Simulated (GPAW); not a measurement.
## Worked example: self-consistent single point of Mg2Zn (P6_3/mmc, 6 atoms in the cell) in GPAW

Method: LDA (Perdew-Wang 92), GPAW PAW datasets LDA (gpaw-data 1.0.1) (plane waves; GPAW).

Input as run:

```python
from ase import Atoms
from ase.units import GPa
from gpaw import GPAW

atoms = Atoms(['Mg', 'Mg', 'Mg', 'Mg', 'Zn', 'Zn'],
              cell=[[3.088200, 0.000000, 0.000000],
                    [-1.544100, 2.674460, 0.000000],
                    [0.000000, 0.000000, 14.526550]],
              positions=[[-0.000002, 1.782974, 5.929447],
                         [1.544102, 0.891486, 8.597103],
                         [1.544102, 0.891486, 13.192722],
                         [-0.000002, 1.782974, 1.333828],
                         [1.544102, 0.891486, 3.631638],
                         [-0.000002, 1.782974, 10.894913]],
              pbc=True)

calc = GPAW(mode={'name': 'pw', 'ecut': 800},
            xc='LDA',
            kpts={'size': (10, 10, 2), 'gamma': True},
            occupations={'name': 'methfessel-paxton', 'width': 0.136, 'order': 0},
            nbands=-10,
            symmetry={'symmorphic': False, 'tolerance': 0.0005},
            maxiter=100)

atoms.calc = calc

energy = atoms.get_potential_energy()
print('Energy (eV):', round(energy, 6))
forces = atoms.get_forces()
print('Forces (eV/Ang):')
print(forces.round(5))
stress = atoms.get_stress()
print('Stress (GPa, Voigt):', (stress / GPa).round(4))
```

The program printed (abridged):

```
Input parameters:
  kpts: {gamma: True,
         size: (10, 10, 2)}
  maxiter: 100
  mode: {ecut: 800,
         name: pw}
  nbands: -10
  occupations: {name: methfessel-paxton,
                order: 0,
                width: 0.136}
  symmetry: {symmorphic: False,
             tolerance: 0.0005}

species:
  Mg:
    name: Magnesium
    Z: 12.0
    valence: 10
    core: 2
    charge: 0.0
    file: Mg.LDA.gz

    # Using partial waves for Mg as LCAO basis

  Zn:
    name: Zinc
    Z: 30.0
    valence: 12
    core: 18
    charge: 0.0
    file: Zn.LDA.gz

    # Using partial waves for Zn as LCAO basis

Reference energy: -119284.723474  # eV

Spin-paired calculation

Convergence criteria:
 Maximum [total energy] change in last 3 cyles: 0.0005 eV / valence electron
 Maximum integral of absolute [dens]ity change: 0.0001 electrons / valence electron
 Maximum integral of absolute [eigenst]ate change: 4e-08 eV^2 / valence electron
 Maximum number of scf [iter]ations: 100

Symmetries present (total): 24
Symmetries with fractional translations: 12
200 k-points: 10 x 10 x 2 Monkhorst-Pack grid + [1/20,1/20,1/4]
28 k-points in the irreducible part of the Brillouin zone
       k-points in crystal coordinates                weights
   0:     0.00000000    0.00000000    0.00000000          1/200
   1:     0.00000000    0.00000000    0.50000000          1/200
   2:     0.10000000    0.00000000    0.00000000          6/200
   [... 7 lines left out ...]
          ...
  27:     0.50000000    0.50000000    0.50000000          3/200

Wave functions: Plane wave expansion
  Cutoff energy: 800.000 eV
  Number of coefficients (min, max): 6126, 6203
  Pulay-stress correction: 0.000000 eV/Ang^3 (de/decut=0.000000)

Occupation numbers: Methfessel-Paxton:
  width: 0.1360  # eV
  order: 0

Eigensolver

Densities:
  Coarse grid: 21*21*96 grid
  Fine grid: 42*42*192 grid
  Total Charge: 0.000000

Density mixing:
  Method: separate
  Backend: pulay
  Linear mixing parameter: 0.05
  old densities: 5
  Damping of long wavelength oscillations: 50

Hamiltonian:
  XC and Coulomb potentials evaluated on a 42*42*192 grid
  External potential:
    NoExternalPotential

Number of atoms: 6
Number of atomic orbitals: 50
Number of bands in calculation: 42
Number of valence electrons: 64
Bands to converge: occupied

Density initialized from atomic densities
  42 bands from LCAO basis set

Atomic positions and initial magnetic moments

Positions:
   0 Mg    -0.000002    1.782974    5.929447    ( 0.0000,  0.0000,  0.0000)
   1 Mg     1.544102    0.891486    8.597103    ( 0.0000,  0.0000,  0.0000)
   2 Mg     1.544102    0.891486   13.192722    ( 0.0000,  0.0000,  0.0000)
   3 Mg    -0.000002    1.782974    1.333828    ( 0.0000,  0.0000,  0.0000)
   4 Zn     1.544102    0.891486    3.631638    ( 0.0000,  0.0000,  0.0000)
   5 Zn    -0.000002    1.782974   10.894913    ( 0.0000,  0.0000,  0.0000)

Unit cell:
           periodic     x           y           z      points  spacing
  1. axis:    yes    3.088200    0.000000    0.000000    21     0.1274
  2. axis:    yes   -1.544100    2.674460    0.000000    21     0.1274
  3. axis:    yes    0.000000    0.000000   14.526550    96     0.1513

  Lengths:   3.088200   3.088200  14.526550
  Angles:   90.000000  90.000000 119.999997

Effective grid spacing dv^(1/3) = 0.1415

     iter     time        total  log10-change:
                         energy   eigst   dens
iter:   1 --:--:--   -11.270012
iter:   2 --:--:--   -11.466078   -0.44  -1.55
iter:   3 --:--:--   -11.325959   -1.58  -1.57
iter:   4 --:--:--   -11.483051   -1.39  -1.68
iter:   5 --:--:--   -11.457784   -2.25  -1.99
iter:   6 --:--:--   -11.357920   -2.76  -2.31
iter:   7 --:--:--   -11.293292   -1.88  -2.39
iter:   8 --:--:--   -11.285119   -3.25  -2.90
iter:   9 --:--:--   -11.286471c  -3.56  -3.21
iter:  10 --:--:--   -11.284176c  -4.10  -3.20
iter:  11 --:--:--   -11.284231c  -5.66  -3.73
iter:  12 --:--:--   -11.284196c  -5.67  -3.79
iter:  13 --:--:--   -11.284242c  -5.00  -3.88
iter:  14 --:--:--   -11.284175c  -5.64  -3.96
iter:  15 --:--:--   -11.284172c  -7.01  -4.03c
iter:  16 --:--:--   -11.284198c  -5.67  -4.04c
iter:  17 --:--:--   -11.284161c  -5.69  -4.13c
iter:  18 --:--:--   -11.284163c  -7.54c -4.54c

Converged after 18 iterations.

Dipole moment: (-0.000000, 0.000000, 0.000004) |e|*Ang

Energy contributions relative to reference atoms: (reference = -119284.723474)

Kinetic:        -14.990714
Potential:      +22.067363
External:        +0.000000
XC:             -17.996442
Entropy (-ST):   -0.027334
Local:           -0.350703
SIC:             +0.000000
--------------------------
Free energy:    -11.297830
Extrapolated:   -11.284163

Showing only first 2 kpts
 Kpt  Band  Eigenvalues  Occupancy
  0    30     -0.67306    2.00000
  0    31      2.45358    2.00000
  0    32      3.13381    2.00000
  0    33      7.19043    0.00000

  1    30      0.84964    2.00000
  1    31      0.84964    2.00000
  1    32      5.04634    0.00000
  1    33      5.04634    0.00000

Fermi level: 4.21553

No gap
No difference between direct/indirect transitions
Energy (eV): -11.284163

Forces in eV/Ang:
  0 Mg    0.00000    0.00000   -0.16655
  1 Mg   -0.00000    0.00000    0.16655
  2 Mg   -0.00000    0.00000   -0.16655
  3 Mg   -0.00000    0.00000    0.16655
  4 Zn    0.00000   -0.00000    0.00000
  5 Zn    0.00000    0.00000    0.00000

Stress tensor:
     0.017780    -0.000000     0.000000
     0.000000     0.017780    -0.000000
     0.000000    -0.000000     0.026886
Stress (GPa, Voigt): [ 2.8487  2.8487  4.3075 -0.      0.     -0.    ]
```

The run converged in 18 iterations. GPAW prints stress with tension positive.

The starting cell comes from a database of computed structures (which also holds hypothetical and non-ambient phases and stackings), without a prior relaxation at this level. With a pressure of about -3 GPa the cell is away from its equilibrium volume at this level.

Cost on one core of a shared machine: roughly 2 min.
